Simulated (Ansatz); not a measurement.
**Hypothetical P-6m2 Ti2InB2: pressure series**

Start from Ti$_{2}$InB$_{2}$ (space group P-6m2, No. 187; a = 3.0557 Å, c = 7.8293 Å; a hypothetical phase, not in the database extracts checked).

Cell and atoms are relaxed at each pressure.

Level of theory: PBEsol (Ansatz, an electronic-structure program, PAW, no spin-orbit coupling).

Notes on the quantities. enthalpy: H = E + PV relative to the base's energy.

| change | c/a ratio | density | enthalpy |
|---|---|---|---|
| base | 2.562 | 6.09 g/cm³ | – |
| pressure −2 GPa | 2.566 | 6.01 g/cm³ | -0.16 eV/atom |
| pressure −1 GPa | 2.564 | 6.05 g/cm³ | -0.08 eV/atom |
| pressure 0.3 GPa | 2.561 | 6.10 g/cm³ | +0.02 eV/atom |
| pressure 0.7 GPa | 2.561 | 6.12 g/cm³ | +0.06 eV/atom |
| pressure 1.5 GPa | 2.560 | 6.15 g/cm³ | +0.12 eV/atom |
| pressure 3 GPa | 2.557 | 6.20 g/cm³ | +0.23 eV/atom |
| pressure 5 GPa | 2.554 | 6.27 g/cm³ | +0.39 eV/atom |
| pressure 7.5 GPa | 2.551 | 6.36 g/cm³ | +0.58 eV/atom |
| pressure 10 GPa | 2.548 | 6.44 g/cm³ | +0.77 eV/atom |

Load acts through the strain it causes; cell and atoms are relaxed under it. Stability against distortions was not tested. Competing high-pressure phases were not computed. All final runs are without spin polarisation. An odd electron count without spin: Ti2InB2.
